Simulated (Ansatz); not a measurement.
Input for fcc Ag (0 0 1) on tetragonal BaTiO3 (1 0 0) (film strained to the substrate, started from cuts of the bulks and a machine-learned relaxation; slabs Ba3Ti4O11 and Ag12, which can lie off the formulas):

Ansatz 0.2 input:
```yaml
crystal:
  lattice:
    - [4.202317, 0.0, -0.016799751]
    - [0.0, 3.985718, 0.014943562]
    - [0.590426732, 0.436558223, 28.838068938]
  atoms:
    - { symbol: Ba, position: [0.997399281, 0.996568021, 0.126884196] }
    - { symbol: Ti, position: [0.522942011, 0.491860816, 0.063795025] }
    - { symbol: O, position: [0.9465483, 0.515154231, 0.061758674] }
    - { symbol: O, position: [0.468237198, 0.506803684, 0.129651146] }
    - { symbol: O, position: [0.468246005, 1.030348908, 0.05979725] }
    - { symbol: Ba, position: [0.979555755, 0.98069426, 0.268212927] }
    - { symbol: Ti, position: [0.504308404, 0.481712997, 0.198834213] }
    - { symbol: O, position: [0.93870474, 0.493915322, 0.199152308] }
    - { symbol: O, position: [0.452149159, 0.486420923, 0.269425969] }
    - { symbol: O, position: [0.457274449, 1.0005359, 0.199232985] }
    - { symbol: Ba, position: [0.960987419, 0.963473892, 0.40929034] }
    - { symbol: Ti, position: [0.485487729, 0.470008725, 0.336305592] }
    - { symbol: O, position: [0.920076655, 0.47548166, 0.338806755] }
    - { symbol: O, position: [0.432410438, 0.468382621, 0.409422872] }
    - { symbol: O, position: [0.438089747, 0.978779452, 0.339435312] }
    - { symbol: Ti, position: [0.470702015, 0.445609643, 0.473445491] }
    - { symbol: O, position: [0.897782107, 0.461419242, 0.475891425] }
    - { symbol: O, position: [0.41576737, 0.96840026, 0.479283402] }
    - { symbol: Ag, position: [0.445443995, 0.443168555, 0.645120147] }
    - { symbol: Ag, position: [0.945627375, 0.943000766, 0.64562978] }
    - { symbol: Ag, position: [0.94911197, 0.453328546, 0.574076541] }
    - { symbol: Ag, position: [0.448609122, 0.953329536, 0.573156155] }
    - { symbol: Ag, position: [0.433712478, 0.421558206, 0.792874307] }
    - { symbol: Ag, position: [0.933685552, 0.921452577, 0.792916987] }
    - { symbol: Ag, position: [0.940004932, 0.432002268, 0.719449407] }
    - { symbol: Ag, position: [0.439996485, 0.932030619, 0.719404385] }
    - { symbol: Ag, position: [0.418913341, 0.401678558, 0.938273994] }
    - { symbol: Ag, position: [0.918096656, 0.900594578, 0.938035898] }
    - { symbol: Ag, position: [0.926754068, 0.41135438, 0.866501875] }
    - { symbol: Ag, position: [0.426599695, 0.911718633, 0.866486746] }
basis:
  ecutwfc: 420
  ecutrho_ratio: 4
  xc_grid: 2
kpoints:
  mp_grid: { grid: [7, 8, 1] }
hamiltonian:
  xc: pbe
  dispersion: none
  pseudopotentials: { kind: paw }
scf:
  n_extra_bands: 48
  occupations: { method: fermi_dirac, width: 0.05 }
output:
  forces: true
  stress: true
  eigenstates:
    kpoints:
      - [0, 0, 0]
      - [0.5, 0, 0]
      - [0, 0.5, 0]
      - [0.5, 0.5, 0]
    e_range: [-3.5, 3.5]
    localisation: true
relax:
  f_tol: 0.04
  max_steps: 70
  cell: { fix: [a, b, gamma], stress_tol: 0.3 }
```

The numbers are results of PBE (plane waves to 420 eV, PAW; Ansatz, a first-principles code), not measurements. Scalar-relativistic, without spin–orbit coupling; the runs are not spin-polarised. Its k-point mesh 7×8×1, Fermi–Dirac width 0.05 eV.

Problem. What does the end of the output print (band table and long remarks left out, numbers rounded to eight decimals)?

Solution. 
```
SCF converged after 7 iterations
Free energy (F): -125201.360944 eV
Harris-Foulkes:  -125201.360944 eV  (|F-HF|=1.19e-9)
Internal energy: -125201.325613 eV  (E = F + TS)
E sigma→0 (E₀):  -125201.343278 eV
Entropy (-TS):   -0.035331 eV (-1.178 meV/atom)
Fermi energy:    13.511294 eV
--- Per-component energies (eV) ---
  E_band       = -4090.223506
  E_kinetic    = 9847.711179
  E_local      = -108964.926078  (includes V_loc(G=0)·N_el)
  E_nonlocal   = 1675.603257
  E_hartree    = 52109.257948
  E_xc         = -3931.724474
  E_vxc        = -4758.813742  (∫ρ·V_xc dr)
  E_paw        = -68421.765139  (= ΣΔE_a)
  E_vpaw       = -6108.356509  (= ΣTr[D̂ρ^β])
  E_aug_tail   = 0.030860  (compensation charges beyond the density's cutoff)
  E_ewald      = -7515.513165
  E_smearing   = -0.035331  (= −TS)
  E_closure    = 0.000000  (closes the sum)
  Σ components = -125201.360944   (vs F -125201.360944, Δ=0.00e0)
--- Forces (eV/Å), atoms counted from 1 ---
  atom   1  Ba     0.00193191     0.00391232    -0.01830411
  atom   2  Ti     0.00010831    -0.01805384    -0.00739297
  atom   3  O     -0.00263820    -0.00017782    -0.00066411
  atom   4  O      0.00232840     0.00613677     0.02747633
  atom   5  O      0.00417715     0.00829788     0.00095437
  atom   6  Ba     0.00078503     0.00704613     0.00719221
  atom   7  Ti    -0.00806837    -0.00741051     0.02814416
  atom   8  O     -0.00036852     0.00376334    -0.00778780
  atom   9  O      0.00288217     0.00409636    -0.01566404
  atom  10  O      0.00181345    -0.00796602    -0.00836724
  atom  11  Ba     0.00052067     0.00530634     0.00067667
  atom  12  Ti    -0.00314234    -0.00159653    -0.01787094
  atom  13  O      0.00329166     0.00187377     0.00449037
  atom  14  O     -0.00161641     0.00270130    -0.00269257
  atom  15  O     -0.00168787    -0.01040847     0.00494998
  atom  16  Ti    -0.00196929     0.00142947     0.00712209
  atom  17  O      0.00223650    -0.00358638    -0.00298900
  atom  18  O     -0.00013837    -0.00246423    -0.00534986
  atom  19  Ag     0.00051934     0.00006614    -0.00113153
  atom  20  Ag    -0.00027518    -0.00001355    -0.00039854
  atom  21  Ag     0.00005298     0.00165226     0.00244335
  atom  22  Ag    -0.00130428     0.00130722     0.00379497
  atom  23  Ag     0.00075030    -0.00045320    -0.00142623
  atom  24  Ag     0.00071772    -0.00052323     0.00040329
  atom  25  Ag     0.00086851    -0.00019065     0.00017436
  atom  26  Ag     0.00068242    -0.00093154    -0.00180136
  atom  27  Ag     0.00160659     0.00263505    -0.00102102
  atom  28  Ag    -0.00455768     0.00292314     0.00633425
  atom  29  Ag     0.00044255    -0.00013337     0.00046488
  atom  30  Ag     0.00005623     0.00075827    -0.00175974
  max |Σ_I F_I| component: 5.36e-6 eV/Å
--- Stress (GPa, compression-positive) ---
       -0.425970      -0.136367      -0.026510
       -0.136367      -1.382625       0.019678
       -0.026510       0.019678      -0.172946
  P = ⅓ Tr σ = -0.6605 GPa (-6.605 kbar)
--- Relaxed structure (12 steps of the walk, 11 accepted, 1 SCFs on fresh bases) ---
  F+E_penalty+E_count = -125201.36094405 eV   max|allowed force component| = 2.814e-2 eV/Å   (the final SCF, on the basis selected at the relaxed cell)
  cell:  # Å, volume = 459.9784 Å³
    - [4.20204278, 0.00055668, -0.05085795]
    - [0.00080814, 3.98407742, 0.11531600]
    - [0.35139620, 1.16772510, 27.50527538]
  atoms:
    - { symbol: Ba, position: [0.96781094, 1.13458916, 0.11609807] }
    - { symbol: Ti, position: [0.48543186, 0.65933706, 0.04896443] }
    - { symbol: O, position: [0.91098777, 0.67470736, 0.04633652] }
    - { symbol: O, position: [0.43856902, 0.63986588, 0.11735080] }
    - { symbol: O, position: [0.43247487, 1.18262054, 0.04454164] }
    - { symbol: Ba, position: [0.97094035, 1.06255292, 0.26368964] }
    - { symbol: Ti, position: [0.48792420, 0.59585649, 0.19183760] }
    - { symbol: O, position: [0.91877158, 0.60120884, 0.19085678] }
    - { symbol: O, position: [0.44182321, 0.56555378, 0.26371615] }
    - { symbol: O, position: [0.43808412, 1.10397726, 0.19061733] }
    - { symbol: Ba, position: [0.96727656, 0.98750515, 0.41134227] }
    - { symbol: Ti, position: [0.48757354, 0.52374142, 0.33556005] }
    - { symbol: O, position: [0.91844247, 0.52910663, 0.33652869] }
    - { symbol: O, position: [0.43812914, 0.49504716, 0.40998004] }
    - { symbol: O, position: [0.43786416, 1.03195844, 0.33677217] }
    - { symbol: Ti, position: [0.48449904, 0.44486771, 0.47841032] }
    - { symbol: O, position: [0.91018824, 0.45942008, 0.48104911] }
    - { symbol: O, position: [0.43190642, 0.96623363, 0.48282197] }
    - { symbol: Ag, position: [0.45126625, 0.36549923, 0.64674308] }
    - { symbol: Ag, position: [0.95037543, 0.86505448, 0.64785758] }
    - { symbol: Ag, position: [0.95434718, 0.40308542, 0.57164002] }
    - { symbol: Ag, position: [0.45000012, 0.90120160, 0.57163841] }
    - { symbol: Ag, position: [0.45054942, 0.28797441, 0.80243980] }
    - { symbol: Ag, position: [0.95067510, 0.78768192, 0.80255109] }
    - { symbol: Ag, position: [0.95063268, 0.32659011, 0.72479136] }
    - { symbol: Ag, position: [0.45051057, 0.82671673, 0.72494841] }
    - { symbol: Ag, position: [0.44986463, 0.20958221, 0.95575061] }
    - { symbol: Ag, position: [0.95445613, 0.71146503, 0.95561351] }
    - { symbol: Ag, position: [0.95044938, 0.24929182, 0.87947651] }
    - { symbol: Ag, position: [0.45140008, 0.74849530, 0.88062814] }
```

Cost: around 80 core-minutes (rough).
